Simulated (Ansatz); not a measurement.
For VIr3 (P6_3/mmc), PBEsol, DFPT electron-phonon coupling, linearised Boltzmann equation (Ansatz, an electronic-structure program) gives a transport coupling λ_tr = 0.234 and a Drude plasma energy ħω_p = 4.34 eV along x (a = (5.40, 0.00, 0.00) Å; b = (-2.70, 4.68, 0.00) Å; c = (0.00, 0.00, 4.31) Å).

Question: Estimate the resistivity at 300 K from the high-temperature formula ρ = 2π λ_tr k_B T / (ħ ε₀ ω_p²), and say how the full Boltzmann solution compares.

Answer: The scattering rate is 1/τ = 2π λ_tr k_B T/ħ = 5.77e13 s⁻¹ and ω_p = 6.59e15 s⁻¹, so ρ ≈ 15.0 μΩ·cm. The Boltzmann solution gives 13.6 μΩ·cm, 0.90 times the estimate.

A metal at this level (no band gap). Only scattering by harmonic phonons is included (no impurities, grain boundaries, electron-electron scattering or thermal expansion). Spin-orbit coupling is left out, which matters with elements this heavy. Halving the electron mesh (20x20x20) moves the resistivity by up to 4 % at 300 K, the coupling by up to 3 %. Smearing 0.20 eV; phonons on a 3x3x3 q mesh, which this run doesn't test.

Computed structure with no diffraction record at hand here (it may be known, metastable or hypothetical): VIr3 (P6_3/mmc). Treated as nonmagnetic (a ferromagnetic start lost its moment, other orders weren't tried): VIr3 (P6_3/mmc).
